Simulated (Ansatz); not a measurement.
Here is the system:

End structure of a constructed model of the (111) surface of fcc Ag, (√3x√3)R30° surface alloy, Bi on one Ag site of the top plane (bottom of the slab: a bare face, its two planes held):

```xyz
18
Lattice="4.4001 2.5404 0.0000 -4.4001 2.5404 0.0000 0.0000 0.0000 28.0000" Properties=species:S:1:pos:R:3 pbc="T T T"
Ag    -2.9334     1.6936     8.0093
Ag     0.0000     1.6936     8.0093
Ag     2.9334     1.6936     8.0093
Ag    -1.4667     0.8468    10.4044
Ag     1.4667     0.8468    10.4044
Ag     0.0000     3.3872    10.4044
Ag     0.0000     0.0000    12.8007
Ag    -1.4667     2.5404    12.7821
Ag     1.4667     2.5404    12.7821
Ag    -2.9261     1.6894    15.1823
Ag     0.0000     1.7020    15.1823
Ag     2.9261     1.6894    15.1823
Ag    -1.4460     0.8349    17.5634
Ag     1.4460     0.8349    17.5634
Ag     0.0000     3.4111    17.5634
Bi     0.0000     0.0000    20.5704
Ag    -1.4667     2.5404    19.9336
Ag     1.4667     2.5404    19.9336
```

Slab: 18 atoms, 12.0 Å thick at the start with caps and adatoms (thin: gaps and levels are the slab's own); k 9x9x1, smearing 0.1 eV, dipole-corrected; 6 atoms held, the rest relaxed; held to the start's symmetry, so lower structures may exist; no spin, no spin-orbit, no U. It is one candidate, not shown to be the stable structure of the face.

Problem. What work function of the top face does Ansatz (a first-principles code) with PBE give?

Solution. 4.15 eV
